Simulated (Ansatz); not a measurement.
# Response to strain in MgS

Consider MgS in the rock salt structure (space group Fm-3m, No. 225; a = 5.2031 Å). Axes: x, y, z lie along the cube axes.

Strains are applied to the cell and any free atomic positions relax; under biaxial strain the out-of-plane vector relaxes too.

The values are results of DFT with r2SCAN, PAW potentials and a 500 eV plane-wave cutoff in Ansatz (a program for electronic structure), no SOC, not measurements.

Candidates:
(a) uniaxial strain ε_yy = −1.25 %
(b) tensor shear ε_xy = +2.92 %
(c) biaxial strain −4.53 %, plane normal [001], relaxed out of plane
(d) biaxial strain −2.20 %, plane normal [001], relaxed out of plane
(e) isotropic strain −4.33 %

Notes on the quantities. energy relative to the base: free energy F.

**Question.** Order them by energy relative to the base, highest first.

**Answer.** (e) isotropic strain −4.33 % (+85 meV/atom), (c) biaxial strain −4.53 %, plane normal [001], relaxed out of plane (+46 meV/atom), (b) tensor shear ε_xy = +2.92 % (+11 meV/atom), (d) biaxial strain −2.20 %, plane normal [001], relaxed out of plane (+9.9 meV/atom), (a) uniaxial strain ε_yy = −1.25 % (+1.4 meV/atom)

No phonon test of stability was made.
